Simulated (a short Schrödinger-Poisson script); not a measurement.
System: MOS inversion layer, SiO2 on p-type Si(100), at 400 K.

From the gate side: 3 nm SiO2; 230 nm Si, acceptors 3.4e18 cm⁻³.

The device is made up for the run: typed textbook-type constants, with dimensions and the other settings drawn at random. SiO2: permittivity 3.9, conduction-band edge (eV) 3.15, gap (eV) 9, electron mass (mₑ) 0.5. Si: permittivity 11.7, conduction-band edge (eV) 0, gap (eV) 1.124, Nv at 300 K (cm⁻³) 3.1e19.

Channel valleys (confinement mass, in-plane density-of-states mass, number): Δ2 0.916, 0.19, 2; Δ4 0.19, 0.417, 4. At the gate the conduction-band edge of layer 1 lies 3.73 eV − eVg above the Fermi level of the channel; the field vanishes at the back. Gaps are held at their typed values at every temperature. Mesh 0.03 nm at interfaces.

From a short Schrödinger-Poisson script (our own, NumPy): 1D Poisson equation in equilibrium, electrons quantum, Hartree (BenDaniel-Duke, 12 states a valley, the channel's in-plane mass for all, wave functions ending at the dielectric), parabolic valleys, classical holes, full ionisation, no traps, pinning or gate leakage.

```
Vg (V)  electrons (cm⁻²)  C (μF/cm²)  Δ2 E0 (meV from the Fermi level)  Δ4 E0 (meV from the Fermi level)
------  ----------------  ----------  --------------------------------  --------------------------------
1.3               1.07e9       0.384                             301.3                             409.1
1.4               6.44e9       0.384                             239.0                             350.0
1.5              3.70e10       0.428                             178.2                             292.1
1.6              1.65e11       0.574                             126.0                             242.8
1.7              4.59e11       0.740                              89.6                             208.9
1.8              8.83e11       0.841                              65.7                             187.3
1.9              1.38e12       0.897                              48.8                             172.6
2                1.92e12       0.930                              35.8                             161.8
2.1              2.48e12       0.952                              25.2                             153.3
2.2              3.06e12       0.967                              16.3                             146.3
2.3              3.65e12       0.978                               8.4                             140.4
2.4              4.25e12       0.987                               1.3                             135.3
2.5              4.86e12       0.993                              -5.2                             130.7
2.6              5.47e12       0.999                             -11.2                             126.7
2.7              6.08e12        1.00                             -16.8                             122.9
2.8              6.70e12        1.01                             -22.1                             119.5
2.9              7.33e12        1.01                             -27.2                             116.3
3                7.95e12        1.01                             -32.0                             113.3
```

Gate voltages with under 1e9 electrons/cm² are left out.

Problem. At Vg = 3 V the lowest Δ2 subband lies at -32.0 meV from the Fermi level. How many electrons does it hold, and what share of all?

Solution. The two-dimensional density of states is g m/(πħ²) = 1.59e11 cm⁻² meV⁻¹ (both spins), kT = 34.5 meV, so n = D kT ln(1 + exp(−E/kT)) = 6.90e12 cm⁻², 0.87 of the 7.95e12 cm⁻² in all.

Problem. Compare the slope of the sheet density between 2.8 and 3 V with the geometric capacitance of the layers between gate and channel.

Solution. q Δn/ΔV = 1.00 μF/cm²; ε0/Σ(t/ε) = 1.15 μF/cm². The ratio is 0.87: the channel acts as a further capacitance in series.
